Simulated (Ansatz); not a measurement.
The parent structure is TiSi$_{2}$ (space group Fddd, No. 70; a = 4.806 Å, b = 8.265 Å, c = 8.565 Å). Axes: x, y, z lie along a, b, c of the conventional cell.

(Cell as relaxed with PBE.)

Levels (all Ansatz, a program for electronic structure, PAW, earlier PAW set): PBE (420 eV, spin-orbit coupling left out); r2SCAN (500 eV, no spin-orbit coupling).

Each level relaxes its own structure.

```csv
base,PBE,r2SCAN
volume per atom,14.18 Å³,13.97 Å³
band gap,zero,zero
```

Now apply this change: biaxial strain −4.81 %, plane normal [001], relaxed out of plane (Cartesian); in-plane vectors clamped, the third vector and the atoms free.

```tsv
quantity	PBE	r2SCAN
pressure (mean of the normal stresses, compression positive)	13.7 GPa	?
shortest interatomic distance	2.524 Å	?
energy relative to the base (free energy F)	+78 meV/atom	?
```

Question: Given the PBE results, estimate those of r2SCAN.

Answer: 
- pressure (mean of the normal stresses, compression positive), r2SCAN: 14.5 GPa
- shortest interatomic distance, r2SCAN: 2.509 Å
- energy relative to the base (free energy F), r2SCAN: +81 meV/atom

PBE's pressure lies 0.8 GPa below r2SCAN's; PBE's shortest interatomic distance lies 0.015 Å above r2SCAN's (0.6 %); PBE's energy relative to the base lies 2.7 meV/atom below r2SCAN's. Neither level is exact; r2SCAN is the comparison here, not a measurement.

Without a gap, meshes like the base's 13×13×13 leave anisotropic stresses uncertain by several tenths of a GPa, and small strain energies with them. No phonon test of stability was made. All final runs are without spin polarisation.
